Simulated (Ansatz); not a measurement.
Functionals compared on the (32-50) surface of hcp Be in its 1x1 cell, outermost plane spacing 0.15 Å in the ideal cut, in Ansatz (plane waves, PAW). The structure was relaxed with PBE; the other rows are single points on it. Cutoff 420 eV (500 eV for r2SCAN).

Slab: 48 atoms, 10.5 Å thick at the start (thin: gaps and levels are the slab's own); k 11x4x1, smearing 0.1 eV, dipole-corrected; all atoms relaxed; symmetry of the start imposed; no spin, no spin-orbit, no U. These notes are the PBE run's.

```json
[
 {"functional": "PBE", "work function of the top face (eV)": "4.16", "rough cost of the single point": "–"},
 {"functional": "LDA", "work function of the top face (eV)": "?", "rough cost of the single point": "roughly 100 core-seconds"},
 {"functional": "PBEsol", "work function of the top face (eV)": "4.22", "rough cost of the single point": "about 100 core-seconds (a rough figure)"},
 {"functional": "RPBE", "work function of the top face (eV)": "4.07", "rough cost of the single point": "roughly 110 core-seconds"},
 {"functional": "r2SCAN", "work function of the top face (eV)": "4.14", "rough cost of the single point": "about 3 core-minutes (a rough figure)"}
]
```

Complete the blanks.


- LDA, work function of the top face (eV): 4.34

Ansatz is an electronic-structure program.
